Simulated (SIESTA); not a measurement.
A self-consistent single point of La3Pb (Pm-3m, 4 atoms in the cell) with SIESTA.

Method: GGA PBEsol, numerical atomic orbitals TZP, PseudoDojo PBEsol standard norm-conserving potentials (rewritten from UPF to PSML) (SIESTA).

The change in words: lattice scaled by 0.98. Reference geometry:
```
La3Pb
1.0
    5.03375     0.00000     0.00000
    0.00000     5.03375     0.00000
    0.00000     0.00000     5.03375
La Pb
3 1
Direct
  0.50000   0.50000   0.00000
  0.00000   0.50000   0.50000
  0.50000   0.00000   0.50000
  0.00000   0.00000   0.00000
```

Reference input (self-consistent single point, DFT, GGA PBEsol, numerical atomic orbitals TZP, PseudoDojo PBEsol standard norm-conserving potentials (rewritten from UPF to PSML)): XC.functional = GGA; XC.authors = PBEsol; potentials = PseudoDojo PBEsol standard; PAO.BasisSize = TZP; PAO.EnergyShift = 0.005 Ry; MeshCutoff = 350 Ry; kgrid.MonkhorstPack = 9 9 9; OccupationFunction = FD; ElectronicTemperature = 100 meV; MaxSCFIterations = 150; SCF.Mixer.Method = Pulay; SCF.Mixer.Weight = 0.1. This run's input differs from it in these lines:

```diff
@@ -12,5 +12,5 @@
 %block LatticeVectors
-     9.512405100    0.000000000    0.000000000
-     0.000000000    9.512405100    0.000000000
-     0.000000000    0.000000000    9.512405100
+     9.322156923    0.000000000    0.000000000
+     0.000000000    9.322156923    0.000000000
+     0.000000000    0.000000000    9.322156923
 %endblock LatticeVectors
```

Log, with long lists cut:

```
        iscf     Eharris(eV)        E_KS(eV)     FreeEng(eV)     dDmax    Ef(eV) dHmax(eV)
   scf:    1    -4732.357441    -4763.979211    -4764.101101  1.479853 -5.743885  3.931919
   scf:    2    -4764.358011    -4764.175020    -4764.296792  0.037764 -5.739035  3.080612
   scf:    3    -4764.691389    -4764.487214    -4764.613045  0.097627 -5.736717  0.575732
   scf:    4    -4764.564530    -4764.533455    -4764.660470  0.058553 -5.796694  0.102708
   scf:    5    -4764.534382    -4764.534316    -4764.660829  0.004915 -5.801092  0.080384
   scf:    6    -4764.534129    -4764.534301    -4764.661032  0.002759 -5.797041  0.012747
   scf:    7    -4764.534400    -4764.534362    -4764.661034  0.000938 -5.797788  0.009165
   scf:    8    -4764.534283    -4764.534326    -4764.661044  0.000786 -5.796712  0.000467
   scf:    9    -4764.534328    -4764.534327    -4764.661044  0.000029 -5.796720  0.000677
SCF Convergence by DM+H criterion
max |DM_out - DM_in|         :     0.0000293508
max |H_out - H_in|      (eV) :     0.0006771252
SCF cycle converged after 9 iterations

Using DM_out to compute the final energy and forces

siesta: E_KS(eV) =            -4764.5343

siesta: E_KS - E_eggbox =     -4764.5343

siesta: Atomic forces (eV/Ang):
     1   -0.000000    0.000000   -0.000000
     2    0.000000   -0.000000   -0.000000
     3   -0.000000   -0.000000   -0.000000
     4    0.000000    0.000000    0.000000
   Tot    0.000000    0.000000   -0.000000
   Max    0.000000
   Res    0.000000    sqrt( Sum f_i^2 / 3N )
   Max    0.000000    constrained

Stress tensor Voigt[x,y,z,yz,xz,xy] (kbar):      -40.00      -40.00      -40.00        0.00        0.00       -0.00
(Free)E + p*V (eV/cell)    -4761.6637
   [... lines left out ...]
siesta: FreeEng =     -4764.661044
siesta: Cell volume =        120.047364 Ang**3
siesta:          40.00340971         40.00340971  kBar
   [... lines left out ...]
             -0.438   1.001   1.001   1.001   1.988   1.988   1.992   1.988

              1.992   0.104   0.104   0.115   0.104   0.115

mulliken: Qtot =       47.000

Mulliken Atomic Populations:
Atom #   charge [q] valence [e]  Species
     1     0.324247   10.675753  La
     2     0.324248   10.675752  La
     3     0.324248   10.675752  La
     4    -0.972742   14.972742  Pb
 Total    -0.000000
```

The run converged in 9 iterations. Against the reference run the free energy rises by 25.6 meV/atom and the pressure goes from 0.71 to 4.00 GPa.

The starting cell comes from a database of computed structures (which also holds hypothetical and non-ambient phases and stackings), without a prior relaxation at this level. Its lattice was rescaled by a random factor within 2.5 % of one. For this run, on top of that: lattice scaled by 0.98. Values carry the incompleteness of an atom-centred basis. With a pressure of about 4 GPa the cell is away from its equilibrium volume at this level.

Cost on one core of a shared machine: roughly 7 min.
